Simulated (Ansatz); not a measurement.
# Sc: response to strain

Take Sc in the hcp (Mg type) structure (space group P6_3/mmc, No. 194; a = 3.2754 Å, c = 5.1051 Å; relaxed with 0.1 eV smearing) as the base. Axes: x lies along a and z along c of the hexagonal cell.

Strains are applied to the cell and any free atomic positions relax; under biaxial strain the out-of-plane vector relaxes too; under stress the whole cell relaxes.

Calculations: plane-wave PAW DFT at the PBEsol level (Ansatz, an electronic-structure program, 420 eV), no SOC.

| change | volume per atom | space group |
|---|---|---|
| base | 23.71 Å³ | P6_3/mmc (No. 194) |
| biaxial strain −0.63 %, plane normal [001], relaxed out of plane | 23.50 Å³ | P6_3/mmc (No. 194) |
| isotropic strain +2.12 % | 25.26 Å³ | P6_3/mmc (No. 194) |
| uniaxial stress, 5 GPa compression along x | 23.10 Å³ | Cmcm (No. 63) |

Beyond what the load breaks, stability against distortions was not tested. The final runs are not spin-polarised.
